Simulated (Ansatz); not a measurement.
TiOs (Pm-3m), Ansatz (a program for electronic structure) with PBEsol, DFPT electron-phonon coupling, linearised Boltzmann equation: phonon-limited resistivity 3.92 μΩ·cm at 300 K, 5.46 μΩ·cm at 400 K, current-weighted mean free path 56 nm, Drude plasma energy 4.62 eV.

What Drude relaxation time do resistivity and plasma energy imply?

ω_p = 7.02e15 s⁻¹, so τ = 1/(ε₀ ω_p² ρ) = 58.5 fs, a damping ħ/τ of 11.3 meV.

Estimate the electronic thermal conductivity at 300 K by the Wiedemann-Franz law (L₀ = 2.44×10⁻⁸ W·Ω/K²).

L₀T/ρ = 2.44×10⁻⁸ × 300/(3.92×10⁻⁸) = 187 W/(m·K). Inelastic scattering puts the true Lorenz number somewhat under L₀ near and below the Debye temperature.

What temperature coefficient of resistance follows, and how does it compare with 1/T?

(ρ₄₀₀ − ρ₃₀₀)/(100 K × ρ₃₀₀) = 3.93×10⁻³ K⁻¹, against 1/T = 3.33×10⁻³ K⁻¹ for a resistivity proportional to T. It lies higher because phonons are still being populated at 300 K; impurities would add a constant and lower it.

A metal at this level (no band gap). Only scattering by harmonic phonons is included (no impurities, grain boundaries, electron-electron scattering or thermal expansion). Spin-orbit coupling is left out, which matters with elements this heavy. Halving the electron mesh (28x28x28) moves the resistivity by up to 10 % at 300 K, the mean free path by up to 5 %. Smearing 0.20 eV; phonons on a 5x5x5 q mesh, which this run doesn't test.

Formula and space group known from diffraction (Crystallography Open Database), not checked to be the room-temperature form: TiOs (Pm-3m).
